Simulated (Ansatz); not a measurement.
## What uniaxial strain ε_zz = −1.50 % does to WC

Base system: WC (space group P-6m2, No. 187; a = 2.9127 Å, c = 2.8354 Å; relaxed with 0.1 eV smearing). Axes: x lies along a and z along c of the hexagonal cell.

Now apply this change: uniaxial strain ε_zz = −1.50 %, all other strain components held at zero; the atoms relax in the strained cell.

Level of theory: DFT with r2SCAN, PAW potentials and a 500 eV plane-wave cutoff in Ansatz (a program for electronic structure), spin-orbit coupling left out. Γ-centred 23×23×20 mesh, Fermi–Dirac width 0.1 eV.

The volume per atom decreases by 0.16 Å³ (10.42 Å³ → 10.26 Å³) and the space group is still P-6m2 (No. 187). The shortest interatomic distance drops by 0.0136 Å to 2.186 Å and the energy increases by 7.5 meV/atom. The pressure (mean of the normal stresses, compression positive) goes from zero to 7.1 GPa and the band gap remains zero. The stress (xx, yy, zz, yz, xz, xy; compression positive) comes out as (2.8, 2.8, 15.7, 0.0, 0.0, 0.0) GPa.

Stability against distortions was not tested. The final runs are not spin-polarised.
